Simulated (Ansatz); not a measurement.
Input:

End structure of Al on the 1x1 (111) surface of fcc Au (the real clean face reconstructs), one in a 2x2 cell, started at the site 'hollow Au-Au-Au over Au at depth 4.8 Å':

```xyz
17
Lattice="5.8792 0.0000 0.0000 -2.9396 5.0915 0.0000 0.0000 0.0000 26.5000" Properties=species:S:1:pos:R:3 pbc="T T T"
Au     0.0000     1.6972     9.6496
Au    -1.4698     4.2429     9.6496
Au     2.9396     1.6972     9.6496
Au     1.4698     4.2429     9.6496
Au     1.4698     0.8486    12.0651
Au     0.0000     3.3943    12.0651
Au     4.4094     0.8486    12.0651
Au     2.9396     3.3943    12.0651
Au     0.0014     0.0008    14.4475
Au    -1.4698     2.5458    14.4198
Au     2.9382     0.0008    14.4475
Au     1.4698     2.5441    14.4475
Au    -0.0434     1.7222    16.8898
Au    -1.4698     4.1928    16.8898
Au     2.9830     1.7222    16.8898
Au     1.4698     4.2429    16.9006
Al     1.4698     0.8486    18.6899
```

Slab: 17 atoms, 7.2 Å thick at the start under the adsorbate (thin: gaps and levels are the slab's own); k 6x6x1, smearing 0.1 eV, dipole-corrected; 8 atoms held, the rest relaxed; symmetry of the start imposed; no spin, no spin-orbit, no U, no dispersion correction. At the end it is bonded to 3 Au. In PBE it is, or lies within 0.03 eV of, the lowest of the starts that converged.

A negative adsorption energy means that the adsorbate is more stable on the surface than in its reference.

Question: Predict the change of the step from the bottom to the top vacuum level, against the clean slab from PBE run with Ansatz (a quantum-chemistry and plane-wave program).

Answer: -0.98 eV

Question: Give the adsorption energy against an atom of fcc Al at the level PBE.

Answer: 124 meV

Question: Predict the work function of the top face from PBE.

Answer: 4.22 eV

Question: What change of the work function does PBE give?

Answer: -0.91 eV
